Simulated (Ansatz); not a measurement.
# Ga2O3: response to strain

Start from Ga$_{2}$O$_{3}$ in the corundum structure (space group R-3c, No. 167; a = 5.000 Å, c = 13.449 Å (hexagonal axes)). Axes: x lies along a and z along c of the hexagonal cell.

Strains are applied to the cell and any free atomic positions relax; under biaxial strain the out-of-plane vector relaxes too; under stress the whole cell relaxes.

All numbers come from PBEsol (Ansatz, an electronic-structure program), spin-orbit coupling left out.

Notes on the quantities. energy relative to the base: free energy F.

```json
[
 {"variant": "base", "energy relative to the base": "0 meV/atom", "volume per atom": "9.71 Å³", "band gap": "2.70 eV", "electron mass": "0.22 mₑ (at Γ)"},
 {"variant": "biaxial strain +2.06 %, plane normal [001], relaxed out of plane", "energy relative to the base": "+11 meV/atom", "volume per atom": "9.96 Å³", "band gap": "2.33 eV", "electron mass": "0.21 mₑ (at Γ)"},
 {"variant": "uniaxial strain ε_yy = −1.17 %", "energy relative to the base": "+1.6 meV/atom", "volume per atom": "9.59 Å³", "band gap": "2.82 eV", "electron mass": "0.23 mₑ (at Γ)"},
 {"variant": "uniaxial strain ε_zz = −5.65 %", "energy relative to the base": "+35 meV/atom", "volume per atom": "9.16 Å³", "band gap": "3.07 eV", "electron mass": "?"},
 {"variant": "uniaxial strain ε_zz = +1.44 %", "energy relative to the base": "+2.2 meV/atom", "volume per atom": "9.85 Å³", "band gap": "2.56 eV", "electron mass": "0.22 mₑ (at Γ)"},
 {"variant": "tensor shear ε_xy = +1.86 %", "energy relative to the base": "?", "volume per atom": "9.70 Å³", "band gap": "2.67 eV", "electron mass": "0.22 mₑ (at Γ)"},
 {"variant": "uniaxial stress, 0.5 GPa tension along x", "energy relative to the base": "0.0 meV/atom", "volume per atom": "9.71 Å³", "band gap": "2.69 eV", "electron mass": "0.22 mₑ (at Γ)"}
]
```

Task: Complete the table.

Result: 
- uniaxial strain ε_zz = −5.65 %, electron mass: 0.26 mₑ along z, 0.24 mₑ across (at Γ)
- tensor shear ε_xy = +1.86 %, energy relative to the base: +4.4 meV/atom

Masses are band curvatures over ±0.01 Å⁻¹ around the edge. Beyond what the load breaks, stability against distortions was not tested.
